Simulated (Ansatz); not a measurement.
The starting structures come from a database of crystals and need not be the phases stable at ambient conditions.

 Where the default PAW files enter, the runs use the earlier of Ansatz's two default sets.

Data:

```xyz
4
Lattice="3.3078 0.0000 0.0000 0.0000 4.9829 0.0000 1.6539 0.0000 2.8646" Properties=species:S:1:pos:R:3 pbc="T T T"
Mg     1.6539     4.9721     0.9549
Mg     3.3078     2.4807     1.9098
O      1.6539     2.9776     0.9549
O      3.3078     0.4861     1.9098
```

Space group of this cell: P6_3mc, wurtzite. The cell is taken as given; by LDA its mean pressure is -4.2 GPa.

Transport runs along the normal of the first two printed cell vectors, the (100) plane of the conventional cell.

No gap correction and no spin-orbit coupling; mid-gap values are interpolated between computed energies.

### Question
Predict the band gap and the smallest decay constant κ at mid-gap from Ansatz (a quantum-chemistry and plane-wave program) with LDA.

### Answer
Gap 3.36 eV on a 10×6×10 mesh; κ = 0.298 1/Å, at the zone centre.
